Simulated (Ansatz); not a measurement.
Functionals compared on F on the 1x1 (100) surface of monoclinic HfO2 (cut with top plane 2 O), one in a 1x1 cell, started at the site 'over Hf at depth 1.0 Å', in Ansatz (plane waves, PAW). The structure was relaxed with PBE; the other rows are single points on it, each with its references at the same level. Cutoff 420 eV (500 eV for r2SCAN). The points keep PBE's geometry, so the relaxation of a polaron and the settling of charge on one site are left out.

Host crystal: monoclinic HfO2, with a band gap (PBE, scalar-relativistic without spin-orbit coupling).

Slab: 25 atoms, 9.3 Å thick at the start under the adsorbate (thin: gaps and levels are the slab's own); k 4x4x1, smearing 0.01 eV, dipole-corrected; 12 atoms held, the rest relaxed; no symmetry held; spin-polarised, ending with about 1.0 μB a cell, a value that depends on the mesh; orders that need a larger cell were not tried, no spin-orbit, no U, no dispersion correction. The slab shows no gap over 0.04 eV on its mesh. At the end it is bonded to Hf. In PBE it is, or lies within 0.03 eV of, the lowest of the starts that converged. These notes are the PBE run's. r2SCAN: The program's check for a lower electronic state was not made. Adsorption energies are against ½ F2(g). A negative adsorption energy means that the adsorbate is more stable on the surface than in its reference.

| functional | adsorption energy (eV) | work function of the top face (eV) | rough cost of the single point |
|---|---|---|---|
| PBE | -1.81 | 8.85 | – |
| RPBE | -1.74 | 8.72 | about 10 core-minutes (a rough figure) |
| r2SCAN | -1.94 | 9.07 | roughly 19 core-minutes |

Ansatz is a program for electronic structure.
